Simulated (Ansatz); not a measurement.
Take GaN in the wurtzite structure (space group P6_3mc, No. 186) as the base.

```
CELL_PARAMETERS angstrom
      3.18312     0.00000     0.00000
     -1.59156     2.75667     0.00000
      0.00000     0.00000     5.18363
ATOMIC_POSITIONS crystal
  Ga 0.66667 0.33333 0.00099
  Ga 0.33333 0.66667 0.50099
  N  0.66667 0.33333 0.62421
  N  0.33333 0.66667 0.12421
```

Cartesian axes are those of the cell as printed.

Level of theory: r2SCAN/PAW in Ansatz (a first-principles code), no spin-orbit coupling.

Base values:

Band gap: 2.35 eV

Modification: strain tensor (xx, yy, zz, yz, xz, xy) = (+0.46, +0.57, −2.54, −0.72, +1.00, −0.52) %, atoms relaxed at fixed cell.

Task: What happens to the band gap, largest internal atomic displacement and stress?

Result: The band gap rises by 0.02 eV (2.35 eV → 2.37 eV); the largest internal atomic displacement is 0.017 Å; the stress (xx, yy, zz, yz, xz, xy; compression positive) is (0.15, -0.04, 9.28, 1.52, -2.07, 1.21) GPa.

No phonon test of stability was made.
